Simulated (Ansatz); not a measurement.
Ru on the 1x1 (100) surface of monoclinic HfO2 (cut with top plane 2 O), one in a 1x1 cell, energies for each (27.9 Å²). Energies are against an atom of hcp Ru, without zero-point or thermal terms; each row is named by its start.

Host crystal: monoclinic HfO2, with a band gap (PBE, scalar-relativistic without spin-orbit coupling).

Method: PBE (plane waves to 420 eV, PAW; Ansatz, a program for electronic structure).

Model: 25-atom slab, 9.3 Å thick at the start under the adsorbate (thin: gaps and levels are the slab's own), 4x4x1 mesh, Fermi-Dirac 0.01 eV, dipole correction, 12 atoms held, the rest relaxed; each run with such symmetry as its start has; spin-polarised, no spin-orbit, no U, no dispersion correction.

A negative adsorption energy means that the adsorbate is more stable on the surface than in its reference. Starts that drift may end in the same place. Heights count from the host atoms within 0.3 Å of the top one.

```json
[
 {"starting site": "top O", "E_ads (eV)": "4.43", "height (Å)": "0.57", "nearest host atom (Å)": "O 2.07", "bonded to": "2 Hf + 2 O", "change of the vacuum step (eV)": "-1.27", "lateral drift (Å)": "2.3", "moment (μB)": "2.0"},
 {"starting site": "over Hf at depth 1.0 Å", "E_ads (eV)": "4.81", "height (Å)": "1.34", "nearest host atom (Å)": "O 2.10", "bonded to": "Hf + 2 O", "change of the vacuum step (eV)": "-1.41", "lateral drift (Å)": "0.2", "moment (μB)": "2.0"},
 {"starting site": "hollow O-O-O", "E_ads (eV)": "4.59", "height (Å)": "0.39", "nearest host atom (Å)": "O 2.15", "bonded to": "4 Hf + 2 O", "change of the vacuum step (eV)": "-0.76", "lateral drift (Å)": "0.5", "moment (μB)": "2.0"},
 {"starting site": "hollow O-O-O over O at depth 6.8 Å", "E_ads (eV)": "4.43", "height (Å)": "0.57", "nearest host atom (Å)": "O 2.07", "bonded to": "2 Hf + 2 O", "change of the vacuum step (eV)": "-1.27", "lateral drift (Å)": "1.1", "moment (μB)": "2.0"},
 {"starting site": "bridge O-O (span 5.2 Å)", "E_ads (eV)": "4.43", "height (Å)": "0.58", "nearest host atom (Å)": "O 2.06", "bonded to": "2 Hf + O", "change of the vacuum step (eV)": "-1.28", "lateral drift (Å)": "0.5", "moment (μB)": "2.0"},
 {"starting site": "bridge O-O (span 5.3 Å)", "E_ads (eV)": "4.56", "height (Å)": "0.65", "nearest host atom (Å)": "O 2.01", "bonded to": "4 Hf + 2 O", "change of the vacuum step (eV)": "-1.03", "lateral drift (Å)": "1.0", "moment (μB)": "2.0"}
]
```
